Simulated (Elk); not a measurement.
```xyz
6
Lattice="3.1486 0.0000 0.0000 0.0000 3.8163 0.0000 0.0000 0.0000 7.8491" Properties=species:S:1:pos:R:3 pbc="T T T"
Cr     0.0000     0.0000     0.8323
Cr     1.5743     1.9081     7.0168
Cl     0.0000     1.9081     5.3485
Cl     1.5743     0.0000     2.5006
O      1.5743     0.0000     7.4395
O      0.0000     1.9081     0.4096
```
Moments meant for the start (each program seeds them in its own way; μB, in the order of the atoms Cr Cr Cl Cl O O): 3.0 3.0 0.0 0.0 0.0 0.0.

Method: Elk 10.2.4 with LDA (PW92), all-electron FP-LAPW, Elk's shipped species files, default APW+lo basis.

The set-up and first iterations of an Elk log for CrClO (Pmmn, 6 atoms in the cell):

```
│ Elk code version 10.2.4 │

All units are atomic (Hartree, Bohr, etc.)

│ Ground-state run starting from atomic densities │

Lattice vectors :
   5.950008685       0.000000000       0.000000000
   0.000000000       7.211752362       0.000000000
   0.000000000       0.000000000       14.83260775

Unit cell volume      :    636.4670383
Brillouin zone volume :   0.3897298658

Muffin-tin inner radius fraction :   0.1000000000E-01

Nuclei treated as point charges

Species :    1 (Cr)
 parameters loaded from : Cr.in
 name : chromium
 nuclear charge    :   -24.00000000
 electronic charge :    24.00000000
 atomic mass :    94783.09194
 muffin-tin radius :    1.968000000
 number of radial points in muffin-tin :    497
 atomic positions (lattice), magnetic fields (Cartesian) :
   1 :   0.25000000  0.25000000  0.10604000    0.00000000  0.00000000 -1.50000000
   2 :  -0.25000000 -0.25000000 -0.10604000    0.00000000  0.00000000 -1.50000000

   [... lines left out ...]

Muffin-tin radius times maximum |G+k| :    7.000000000
 using average radius
Maximum |G+k| for APW functions       :    4.001524390
Maximum (1/2)|G+k|²                   :    8.006098723
Maximum |G| for potential and density :    12.00000000
 potential will be trimmed for |G| > 2 gkmax
Constant for pseudocharge density :    6
Radial integration step length :    4

G-vector grid sizes :     24    28    60
Number of G-vectors :    18589

Maximum angular momentum used for
 APW functions                      :    8
 outer part of muffin-tin           :    6
 inner part of muffin-tin           :    1

Total nuclear charge    :   -98.00000000
Total core charge       :    44.00000000
Total valence charge    :    54.00000000
Total excess charge     :    0.000000000
Total electronic charge :    98.00000000

Effective Wigner radius, rₛ :    1.157409592

Number of empty states         :   60
Total number of valence states :  174
Total number of core states    :   44

Total number of local-orbitals :   56

Exchange-correlation functional :      3     0     0
 Perdew-Wang/Ceperley-Alder, Phys. Rev. B 45, 13244 (1992)
 gradient requirement :    0
 local density approximation (LDA)

Smearing type :    3
 Fermi-Dirac
Smearing width :   0.3674930000E-03
Effective electronic temperature (K) :    116.0451112

Mixing type :    3
 Broyden mixing, J. Phys. A: Math. Gen. 17, L317 (1984)

Kohn-Sham potential initialised from atomic data
│ Self-consistent loop started │
│ Loop number : 1 │
 total energy                :     -3158.02635868
 total moment                :    5.833332360
│ Loop number : 2 │
 total energy                :     -3158.75871410
 total moment                :    5.892733462
RMS change in Kohn-Sham potential (target) :   0.4008165753     (  0.1000000000E-05)
Absolute change in total energy (target)   :   0.7323554210     (  0.1000000000E-03)
│ Loop number : 3 │
 total energy                :     -3159.96504493
 total moment                :    5.989334802
RMS change in Kohn-Sham potential (target) :   0.3433201126     (  0.1000000000E-05)
Absolute change in total energy (target)   :    1.389419688     (  0.1000000000E-03)
│ Loop number : 4 │
 total energy                :     -3163.34247147
 total moment                :    6.001116988
RMS change in Kohn-Sham potential (target) :   0.2466119835     (  0.1000000000E-05)
Absolute change in total energy (target)   :    3.724781456     (  0.1000000000E-03)
│ Loop number : 5 │
 total energy                :     -3165.68627211
 total moment                :    6.001164867
RMS change in Kohn-Sham potential (target) :   0.1393126743     (  0.1000000000E-05)
Absolute change in total energy (target)   :    3.274996003     (  0.1000000000E-03)
│ Loop number : 6 │
 total energy                :     -3167.37944335
 total moment                :    6.001195189
RMS change in Kohn-Sham potential (target) :   0.5916831383E-01 (  0.1000000000E-05)
   [... lines left out ...]
```

Question: How does the run end?

Answer: The run converged in 26 iterations. Convergence of the loop says nothing yet on basis, mesh or lower states. It ends on: free energy E − TS -86204.6937 eV; top of the valence band (on the code's own zero) 5.01 eV; gap on the k-point mesh 0.47 eV; size of the cell's spin moment 6.00 μB; site moments (μB, in the program's spheres or projections) Cr 2.58, Cr 2.58, Cl 0.02, Cl 0.02, O 0.01, O 0.01. The log goes on:

```
RMS change in Kohn-Sham potential (target) :   0.2621219444E-04 (  0.1000000000E-05)
Absolute change in total energy (target)   :   0.1107614721E-02 (  0.1000000000E-03)
   [... lines left out ...]
Absolute change in total energy (target)   :   0.4547333447E-05 (  0.1000000000E-03)
│ Loop number : 24 │
 total energy                :     -3167.96413062
 total moment                :    6.001195208
RMS change in Kohn-Sham potential (target) :   0.1110262670E-05 (  0.1000000000E-05)
Absolute change in total energy (target)   :   0.2885748654E-04 (  0.1000000000E-03)
│ Loop number : 25 │
 total energy                :     -3167.96414718
 total moment                :    6.001195171
RMS change in Kohn-Sham potential (target) :   0.6561936735E-06 (  0.1000000000E-05)
Absolute change in total energy (target)   :   0.9347162631E-05 (  0.1000000000E-03)
Convergence targets achieved

│ Loop number : 26 │

Energies :
 Fermi                       :     0.191145517984
 xc effective B-field        :    -0.295650877071
 external B-field            :      0.00000000000
 total energy                :     -3167.96406113
 (external B-field energy excluded from total)

Density of states at Fermi energy :   0.2719227972E-06
 (states/Hartree/unit cell)

Estimated indirect band gap :   0.1714024437E-01
 from k-point     13 to k-point     15
Estimated direct band gap   :   0.1990781632E-01
 at k-point     13

Charges :
 core                        :    44.00000000
 valence                     :    54.00000000
 interstitial                :    12.34292863
 muffin-tins (core leakage)
  species :    1 (Cr)
   atom    1                 :    21.70955736     (  0.4875243320E-08)
   atom    2                 :    21.70955736     (  0.4875243320E-08)
  species :    2 (Cl)
   [... lines left out ...]
 muffin-tins
  species :    1 (Cr)
   atom    1                 :    2.583667194
   atom    2                 :    2.583667194
  species :    2 (Cl)
   atom    1                 :   0.2139163467E-01
   atom    2                 :   0.2139163467E-01
  species :    3 (O)
   atom    1                 :   0.1300391358E-01
   atom    2                 :   0.1300391358E-01
 total in muffin-tins        :    5.236125485
 total moment                :    6.001195168

│ Self-consistent loop stopped │
```

For comparison: a first run was changed to give this one (ngridk: 5 4 2 → 6 5 3), and from it to this one the free energy goes down by 1.4 meV/atom, the gap on the mesh goes from 0.495 to 0.466 eV and the size of the net moment stays at 1.00 μB/atom.

The starting cell comes from a database of computed structures (which also holds hypothetical and non-ambient phases and stackings), without a prior relaxation at this level. Its lattice was rescaled by a random factor within 2.5 % of one. The magnetic order is the one reached from the typed start; others were not searched systematically. Values depend on the basis (sphere radii, cutoffs, local orbitals), which need not be converged.

The run was DFT, LDA (PW92), all-electron FP-LAPW, Elk's shipped species files, default APW+lo basis. Main settings of its input:

* **xctype**: 3
* **spinpol**: true
* **rgkmax**: 7
* **stype**: 3
* **swidth**: 0.000367493 Ha
* **ngridk**: 6 5 3
* **reducebf**: 0.8
* **rmtscf**: 0.82
* **nempty**: 10 per atom
